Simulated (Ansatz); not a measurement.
## What uniaxial strain ε_xx = −4.43 % does to TaN

Base system: TaN (space group P6/mmm, No. 191; a = 5.202 Å, c = 2.906 Å). Axes: x lies along a and z along c of the hexagonal cell.

Perturbation: uniaxial strain ε_xx = −4.43 %, all other strain components held at zero, atoms relaxed at fixed cell.

Calculations: Kohn–Sham DFT with the PBEsol functional, run in Ansatz (a first-principles code) with PAW and 420 eV plane waves, spin-orbit coupling left out. Γ-centred 10×10×16 mesh, Fermi–Dirac width 0.05 eV.

- Volume per atom = 10.85 Å³ (base 11.35 Å³)
- Space group = Cmmm (No. 65) (base P6/mmm (No. 191))
- Shortest interatomic distance = 2.060 Å (base 2.090 Å)
- Energy relative to the base (free energy F) = +31 meV/atom
- Pressure (mean of the normal stresses, compression positive) = 14.2 GPa (base 0.0 GPa)
- Band gap = zero (base zero)
- Largest internal atomic displacement = 0.016 Å
- Stress (xx, yy, zz, yz, xz, xy; compression positive) = (20.1, 10.7, 11.7, 0.0, 0.0, 0.0) GPa (rough)

Cost of the whole job for the changed cell (relaxation, final SCF and bands): about 2.4 core-minutes (a rough figure).

Without a gap, meshes like the base's 10×10×16 leave anisotropic stresses uncertain by several tenths of a GPa, and small strain energies with them. Whether these cells are dynamically stable was not tested. The final runs are not spin-polarised. This is not the structure that TaN has at room temperature and ambient pressure.
